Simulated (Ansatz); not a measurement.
# A computed series for HgTe: pressure series

The reference is HgTe in the zinc blende structure (space group F-43m, No. 216; a = 6.651 Å).

Cell and atoms are relaxed at each pressure.

Calculations: PBE (Ansatz, a first-principles code), no spin-orbit coupling.

```json
[
 {"pressure (GPa)": "-2", "volume per atom (Å³/atom)": "39.446"},
 {"pressure (GPa)": "-1", "volume per atom (Å³/atom)": "37.974"},
 {"pressure (GPa)": "0", "volume per atom (Å³/atom)": "36.771"},
 {"pressure (GPa)": "0.9", "volume per atom (Å³/atom)": "?"},
 {"pressure (GPa)": "2.1", "volume per atom (Å³/atom)": "34.856"},
 {"pressure (GPa)": "9", "volume per atom (Å³/atom)": "31.029"},
 {"pressure (GPa)": "15", "volume per atom (Å³/atom)": "28.994"},
 {"pressure (GPa)": "22.5", "volume per atom (Å³/atom)": "27.184"},
 {"pressure (GPa)": "30", "volume per atom (Å³/atom)": "25.828"}
]
```

Task: Fit the third-order Birch–Murnaghan form P(V) = (3B₀/2)[(V₀/V)^(7/3) − (V₀/V)^(5/3)]·[1 + (3/4)(B₀′ − 4)((V₀/V)^(2/3) − 1)] (squares taken in P) to the rows shown and predict the withheld row.

Result: Least squares on the printed values gives V₀ = 36.781 Å³/atom, B₀ = 34.3 GPa, B₀′ = 5.1; this predicts 35.885 Å³/atom, and the run gives 35.888 Å³/atom, 0.003 higher.

Measured bulk modulus of HgTe: 42.3 GPa (temperature not stated; as listed in Cormac Toher et al., Physical Review Materials (2017)); the computed value is for a static lattice, so the two differ by thermal effects too.

Load acts through the strain it causes; cell and atoms are relaxed under it. Whether these cells are dynamically stable was not tested. Tetrahedral semiconductors of this kind turn to denser phases somewhere between about 1 and 50 GPa; those were not computed, so compressed cells here can lie past the real transition. All final runs are without spin polarisation.
